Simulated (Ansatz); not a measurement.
Band structure of Ni₃Pb₂S₂ (R-3m, 7 atoms in the cell).

```
Ni3(PbS)2
1.0
    2.76423     1.59593     4.44963
   -2.76423     1.59593     4.44963
    0.00000    -3.19185     4.44963
Ni Pb S
3 2 2
Direct
  0.00000   0.00000   0.50000
  0.50000   0.00000   0.00000
  0.00000   0.50000   0.00000
  0.50000   0.50000   0.50000
  0.00000   0.00000   0.00000
  0.72795   0.72795   0.72795
  0.27205   0.27205   0.27205
```

Computed with LDA (PW92), default PAW files made with PBE (plane waves; Ansatz, a quantum-chemistry and plane-wave program).

Settings: basis.ecutwfc = 420 eV; kpoints.mp_grid.grid = 7 7 7; hamiltonian.xc = lda; hamiltonian.pseudopotentials = {kind: paw} (the program's default PAW files); scf.occupations.method = methfessel_paxton; scf.occupations.width = 0.136 eV; kpoints.band_path.path = [[0.0, 0.0, 0.0], [0.5, 0.0, 0.0], [0.5, 0.25242692, -0.25242692]]; kpoints.band_path.npoints = 6.

The starting cell comes from a database of computed structures (which also holds hypothetical and non-ambient phases and stackings), without a prior relaxation at this level. Its lattice was rescaled by a random factor within 2.5 % of one. Spin-orbit coupling is off. Spin polarisation is off, so a magnetic state, if there is one, cannot be reached.

Levels in eV from the Fermi level, bands 44 to 51:
```csv
point,44,45,46,47,48,49,50,51
Γ,-1.23,-1.23,-0.68,-0.67,-0.06,-0.06,0.06,3.42
L,-1.04,-0.80,-0.26,-0.22,0.20,1.59,1.76,2.39
B1,-1.14,-1.08,-0.41,-0.23,1.45,2.34,2.46,2.69
```

Bands cross the Fermi level along this path, so the cell is metallic at this level.

Keys are those of Ansatz 0.2.
